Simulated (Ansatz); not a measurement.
The parent structure is TiAl3 (space group I4/mmm, No. 139; a = 3.8262 Å, c = 8.5542 Å; relaxed with 0.1 eV smearing). Axes: x, y, z lie along a, b, c of the conventional cell.

Level of theory: r2SCAN (Ansatz, a quantum-chemistry and plane-wave program, PAW, spin-orbit coupling left out).

Strains are applied to the cell and any free atomic positions relax.

One change was made to it. Results:

The energy stays essentially unchanged; the pressure (mean of the normal stresses, compression positive) remains 0.0 GPa.

Q: Name the change that was made.
A) isotropic strain +0.98 %
B) tensor shear ε_yz = +0.18 %
C) isotropic strain +1.10 %

A: B, tensor shear ε_yz = +0.18 %. For comparison, the energy relative to the base in the other runs: isotropic strain +0.98 % gives +4.7 meV/atom; isotropic strain +1.10 % gives +5.9 meV/atom.

Stability against distortions was not tested. All final runs are without spin polarisation.
